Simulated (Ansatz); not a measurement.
ZrRu2 (model structure, started from the MoSi2 type, I4/mmm, No. 139, 3 atoms in the cell) was calculated with PBEsol (Ansatz, an electronic-structure program, plane waves, PAW).

Settings: plane-wave cutoff 520 eV, 22×22×22 k mesh, Fermi–Dirac smearing 0.05 eV, no spin polarisation, scalar-relativistic PAW data made under PBE.

Cell (relaxed at this level):

```cif
data_Ru4Zr2
_chemical_formula_sum 'Zr2 Ru4'
_space_group_name_H-M_alt 'I4/mmm'
_space_group_IT_number 139
_space_group_name_Hall '-I 4 2'
_cell_length_a 3.19551
_cell_length_b 3.19551
_cell_length_c 9.32169
_cell_angle_alpha 90.000
_cell_angle_beta 90.000
_cell_angle_gamma 90.000
loop_
_atom_site_label
_atom_site_type_symbol
_atom_site_symmetry_multiplicity
_atom_site_Wyckoff_symbol
_atom_site_fract_x
_atom_site_fract_y
_atom_site_fract_z
_atom_site_occupancy
Zr1 Zr 2 a 0.00000 0.00000 0.00000 1
Ru1 Ru 4 e 0.00000 0.00000 0.33846 1
```
(The calculation used a cell of 3 atoms; values per cell refer to that cell.)

Question: Predict the bulk modulus.

Answer: 
- bulk modulus = 217 GPa

Note: the run has no spin polarisation, so it can have missed a magnetic state; the bulk modulus is −V dP/dV from two relaxed cells at ±2 % in volume; the relaxation could raise the start's symmetry but not lower it, so the cell can be a saddle point.

A model structure was made by putting elements into a prototype or built by hand; it is no filed structure, need not be a known phase, and can be a saddle point held by its symmetry.
